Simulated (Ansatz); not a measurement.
Start from BeSe in the zinc blende structure (space group F-43m, No. 216).

```yaml
crystal:
  lattice:
    - [0.00000, 2.56445, 2.56445]
    - [2.56445, 0.00000, 2.56445]
    - [2.56445, 2.56445, 0.00000]
  atoms:
    - { symbol: Be, position: [0.00000, 0.00000, 0.00000] }
    - { symbol: Se, position: [0.25000, 0.25000, 0.25000] }
```

Computed with Ansatz (a program for electronic structure), PBEsol, PAW, cutoff 420 eV, no spin-orbit coupling.

Strains are applied to the cell and any free atomic positions relax.

One change was made to it. Results:

```csv
quantity,base,after
"hole mass (degenerate bands, along [100])","0.23, 0.46, 0.46 mₑ (at Γ)","0.23, 0.47, 0.47 mₑ (at Γ)"
electron mass,"0.84 mₑ along k, 0.26 mₑ across (at X)","0.85 mₑ along k, 0.26 mₑ across (at X)"
gap character,"indirect, Γ → X","indirect, Γ → X"
band gap,2.47 eV,2.50 eV
energy relative to the base (free energy F),0 meV/atom,+0.9 meV/atom
```

**Question.** Name the change that was made.
(A) isotropic strain +3.00 %
(B) isotropic strain +0.50 %
(C) isotropic strain +1.00 %

**Answer.** B, isotropic strain +0.50 %. For comparison, the electron mass in the other runs: isotropic strain +1.00 % gives 0.85 mₑ along k, 0.27 mₑ across (at X); isotropic strain +3.00 % gives 0.89 mₑ along k, 0.28 mₑ across (at X).

Effective masses come from finite differences of ±0.01 Å⁻¹. Along k means along the line from Γ to the band edge. Semilocal Kohn–Sham gaps tend to fall short of experiment. Whether these cells are dynamically stable was not tested.
